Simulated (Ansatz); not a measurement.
Base system: SiC (space group P6_3mc, No. 186; a = 3.058 Å, c = 10.012 Å). Axes: x lies along a and z along c of the hexagonal cell.

Computed with LDA in Ansatz (plane waves to 420 eV, PAW, no SOC).

The change: tensor shear ε_xz = +1.20 % (engineering shear γ = 0.0240); the atoms relax in the strained cell.

Question: Predict the stress tensor and what it implies for the stiffness.

Answer: Stress of the strained cell less that of the base (GPa, compression positive):
```
  -0.06    0.00   -3.89
   0.00    0.04    0.00
  -3.89    0.00    0.08
```

Then −Δσ/γ with γ = 2ε = 0.0240 gives relaxed-ion elastic constants: C55 ≈ 162 GPa.

Stability against distortions was not tested.

Ansatz is an electronic-structure program.
